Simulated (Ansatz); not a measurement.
Density of states of NbRu (P4/mmm) near the Fermi level, PBEsol, rigid bands (Ansatz, a quantum-chemistry and plane-wave program).

```csv
E − E_F (eV),states/eV/cell
-1.95,2.48
-1.85,2.04
-1.75,1.76
-1.65,1.87
-1.55,1.86
-1.45,1.78
-1.35,1.48
-1.25,1.25
-1.15,1.07
-1.05,0.91
-0.95,0.82
-0.85,0.80
-0.75,0.73
-0.65,0.85
-0.55,1.00
-0.45,1.31
-0.35,1.54
-0.25,1.72
-0.15,1.93
-0.05,2.16
0.05,2.62
0.15,2.89
0.25,2.59
0.35,2.43
0.45,2.37
0.55,2.61
0.65,3.06
0.75,2.82
0.85,2.68
0.95,2.57
1.05,2.35
1.15,2.18
1.25,2.33
1.35,3.40
1.45,3.72
1.55,3.13
1.65,2.43
1.75,1.89
1.85,1.62
```

With 2 atoms a cell, what bare Sommerfeld coefficient γ = (π²/3) k_B² N(E_F) follows?

N(E_F) ≈ 2.4 states/eV a cell at 300 K, so γ ≈ 2.8 mJ/(mol of atoms·K²), before electron-phonon enhancement.

How far does the Fermi level move in a rigid band for 0.1 electron a cell added or removed?

41 meV and -44 meV.

A metal at this level (no band gap); rigid bands, thermally averaged at 300 K, both spins. Spin-orbit coupling is left out. Geometry: cell and atoms relaxed with PBEsol.

Formula and space group known from diffraction (Crystallography Open Database), not checked to be the room-temperature form: NbRu (P4/mmm).
